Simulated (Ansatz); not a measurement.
## Hypothetical P6_422 BAs: carrier doping

Base system: BAs (space group P6_422, No. 181; a = 3.459 Å, c = 7.482 Å; a hypothetical phase, not in the database extracts checked).

Carriers are added at fixed cell with a uniform background; the Fermi–Dirac width is that of 300 K.

Method: DFT with PBE, PAW potentials and a 420 eV plane-wave cutoff in Ansatz (a first-principles code), without spin-orbit coupling.

Candidates:
(a) electrons 2.0×10^21 cm⁻³
(b) holes 2.0×10^22 cm⁻³
(c) electrons 5.0×10^21 cm⁻³

Notes on the quantities. Fermi level from band edge: Fermi level relative to the doped band's edge (positive inside the band; to 0.05 eV).

Order them by Fermi level from band edge, lowest first.

(a) electrons 2.0×10^21 cm⁻³ (+0.40 eV), (c) electrons 5.0×10^21 cm⁻³ (+0.60 eV), (b) holes 2.0×10^22 cm⁻³ (+1.85 eV)

Carriers are added with a uniform compensating background; total energy and stress of such cells depend on the potential's zero and are not compared; many-body gap narrowing is missing at this level. Stability against distortions was not tested. The base started in P3_121 and relaxed to P6_422 at this level.
